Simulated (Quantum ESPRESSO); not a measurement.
Worked example: self-consistent single point of HgS (F-43m, 2 atoms in the cell) in Quantum ESPRESSO.

Level of theory: PBE, PseudoDojo standard norm-conserving (PBE) pseudopotentials (plane waves; Quantum ESPRESSO).

The change in words: lattice scaled by 0.98. Reference geometry:
```yaml
crystal:
  lattice:
    - [-2.92500, 0.00000, 2.92500]
    - [0.00000, 2.92500, 2.92500]
    - [-2.92500, 2.92500, 0.00000]
  atoms:
    - { symbol: Hg, position: [0.00000, 0.00000, 0.00000] }
    - { symbol: S, position: [0.25000, 0.25000, 0.25000] }
```

Reference input (self-consistent single point, DFT, PBE, plane waves, PseudoDojo standard norm-conserving (PBE) pseudopotentials): ecutwfc = 70 Ry; occupations = smearing; smearing = fd; degauss = 0.000734986 Ry; potentials = {Hg: Hg.upf, S: S.upf}; K_POINTS = automatic 5 5 5 0 0 0; conv_thr = 1e-09 Ry. This run's input differs from it in these lines:

```diff
@@ -10,3 +10,3 @@
     ibrav = 2,
-    celldm(1) = 11.0548978291,
+    celldm(1) = 10.8337998725,
     nat = 2,
```

Output, abridged:

```
     Self-consistent Calculation

     iteration #  1     ecut=    70.00 Ry     beta= 0.70

     Threshold (ethr) on eigenvalues was too large:
     Diagonalizing with lowered threshold

     total energy              =    -355.20981953 Ry
     estimated scf accuracy    <       0.10461154 Ry

     iteration #  2     ecut=    70.00 Ry     beta= 0.70

     total energy              =    -355.24110818 Ry
     estimated scf accuracy    <       0.06666187 Ry

     iteration #  3     ecut=    70.00 Ry     beta= 0.70

     total energy              =    -355.25514009 Ry
     estimated scf accuracy    <       0.00037732 Ry

   [... 3 blocks of this kind left out ...]

     iteration #  7     ecut=    70.00 Ry     beta= 0.70

     total energy              =    -355.25524191 Ry
     estimated scf accuracy    <          2.6E-09 Ry

     iteration #  8     ecut=    70.00 Ry     beta= 0.70
     End of self-consistent calculation

     the Fermi energy is     9.4088 ev

!    total energy              =    -355.25524191 Ry
     estimated scf accuracy    <          7.6E-11 Ry
     smearing contrib. (-TS)   =      -0.00002246 Ry
     internal energy E=F+TS    =    -355.25521946 Ry

     convergence has been achieved in   8 iterations

     Forces acting on atoms (cartesian axes, Ry/au):

     atom    1 type  1   force =     0.00000000    0.00000000   -0.00000000
     atom    2 type  2   force =    -0.00000000   -0.00000000   -0.00000000

     Total force =     0.000000     Total SCF correction =     0.000000

          total   stress  (Ry/bohr**3)                   (kbar)     P=       92.45
   0.00062846   0.00000000   0.00000000           92.45        0.00        0.00
   0.00000000   0.00062846   0.00000000            0.00       92.45        0.00
   0.00000000   0.00000000   0.00062846            0.00        0.00       92.45

   JOB DONE.
```

The run converged in 8 iterations. Against the reference run the free energy goes up by 61.2 meV/atom and the pressure goes from 4.33 to 9.24 GPa.

The starting cell has typed, rounded lattice constants, without a prior relaxation at this level. For this run, on top of that: lattice scaled by 0.98. With a pressure of about 9 GPa the cell is away from its equilibrium volume at this level. The run gives no clean gap (levels at the Fermi energy touch, overlap or are partly filled at this smearing), which alone does not show that the compound is a metal.
